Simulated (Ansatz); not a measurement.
Given:

```xyz
9
Lattice="4.1860 0.0000 0.0000 2.0930 3.6252 0.0000 0.0000 0.0000 17.0133" Properties=species:S:1:pos:R:3 pbc="T T T"
Te     0.0000     0.0000     0.0000
Ge     4.1860     2.4168     1.7048
Ge     2.0930     1.2084    15.3085
Te     2.0930     1.2084     3.3735
Te     4.1860     2.4168    13.6398
Sb     0.0000     0.0000     5.3898
Sb     0.0000     0.0000    11.6235
Te     4.1860     2.4168     7.1274
Te     2.0930     1.2084     9.8859
```

No spin polarisation.

The values are results of PBEsol (Ansatz, a program for electronic structure), scalar-relativistic without spin-orbit coupling, earlier PAW set, not measurements. k-mesh 9×9×2 (Γ-centred); smearing 0.05 eV (Fermi–Dirac).

Task: Predict the smallest direct gap and pressure.

Result: 
- Smallest direct gap = 0.13 eV
- Pressure (mean of the normal stresses, compression positive) = 0.51 GPa

With Sb and Te present, leaving out spin-orbit coupling can change the band edges. The cells carry an imposed strain or load. Stability against distortions was not tested. The cell was made from Ge2Sb2Te5 (space group P-3m1, No. 164) by this change: biaxial strain −0.89 %, plane normal [001], relaxed out of plane. The zero or small gap of Ge2Sb2Te5 can change with the level of theory.
